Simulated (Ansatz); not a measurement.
Take Te in the diamond structure (space group Fd-3m, No. 227; a = 7.061 Å; a hypothetical phase, not in the database extracts checked) as the base.

Levels (all Ansatz, a first-principles code, PAW): PBEsol (420 eV, spin-orbit coupling left out); r2SCAN (500 eV, scalar-relativistic without spin-orbit coupling).

The geometry is relaxed with PBEsol.

* **PBEsol pressure**: 0.0 GPa

**Question.** What does r2SCAN give at this geometry for the pressure?

**Answer.** The pressure goes from zero to 1.1 GPa.

Single points use the geometry relaxed with PBEsol. Their cutoffs differ, which shifts pressures a little. No phonon test of stability was made.
